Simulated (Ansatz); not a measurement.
Results of r²SCAN (Ansatz, an electronic-structure program, plane waves, PAW) for Si (model structure, started from the Ge type, P4₃2₁2, No. 96, 12 atoms in the cell).

Settings: plane-wave cutoff 560 eV, 6×6×6 k mesh, Fermi–Dirac smearing 0.01 eV, scalar-relativistic PAW data made under PBE.

Computed at the level's own relaxed cell.

```xyz
12
Lattice="5.6699 0.0000 0.0000 0.0000 5.6699 0.0000 0.0000 0.0000 6.8510" Properties=species:S:1:pos:R:3 pbc="T T T"
Si     0.4494     0.4494     0.0000
Si     2.3855     3.2844     5.1383
Si     5.2205     5.2205     3.4255
Si     3.2844     2.3855     1.7128
Si     0.9339     2.1172     1.6183
Si     0.7178     3.7689     6.7566
Si     4.7359     3.5527     5.0438
Si     4.9521     1.9010     3.3311
Si     3.7689     0.7178     0.0944
Si     3.5527     4.7359     1.8072
Si     1.9010     4.9521     3.5200
Si     2.1172     0.9339     5.2327
```

Problem. List the 34 lowest band energies at Γ above −25 eV (eV, relative to the valence band maximum), grouping those that round alike.

Solution. At Γ: -12.60, -9.94 (×2), -8.72, -8.22, -8.05 (×2), -5.66, -5.38 (×2), -5.30, -4.33, -4.07, -3.86 (×2), -3.44, -2.81, -2.69 (×2), -2.01, -0.99, -0.94 (×2), -0.17, 1.47, 1.93 (×2), 2.47, 3.73, 4.14, 4.48 (×2), 4.94, 4.96.

Note: the relaxation could raise the start's symmetry but not lower it, so the cell can be a saddle point.

A model structure was made by putting elements into a prototype or built by hand; it is no filed structure, need not be a known phase, and can be a saddle point held by its symmetry.
